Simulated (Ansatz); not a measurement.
Input:

End structure of a constructed model of the (100) surface of bcc Fe, ferromagnetic, a pseudomorphic layer of Co in the host's stacking (bottom of the slab: a bare face, its two planes held):

```
CELL_PARAMETERS angstrom
      2.83070     0.00000     0.00000
      0.00000     2.83070     0.00000
      0.00000     0.00000    25.00000
ATOMIC_POSITIONS crystal
  Fe 0.50000 0.50000 0.32222
  Fe 0.00000 0.00000 0.37884
  Fe 0.50000 0.50000 0.43667
  Fe 0.00000 0.00000 0.49376
  Fe 0.50000 0.50000 0.54959
  Fe 0.00000 0.00000 0.60926
  Co 0.50000 0.50000 0.66101
```

Model: 7-atom slab, 8.9 Å thick at the start (thin: gaps and levels are the slab's own), 13x13x1 mesh, Fermi-Dirac 0.1 eV, dipole correction, 2 atoms held, the rest relaxed; symmetry of the start imposed; spin-polarised, ending with about 16.5 μB a cell; orders that need a larger cell were not tried, no spin-orbit, no U. It is one candidate, not shown to be the stable structure of the face.

### Question
Give the work function of the top face at the level PBE (Ansatz, a first-principles code).

### Answer
4.13 eV
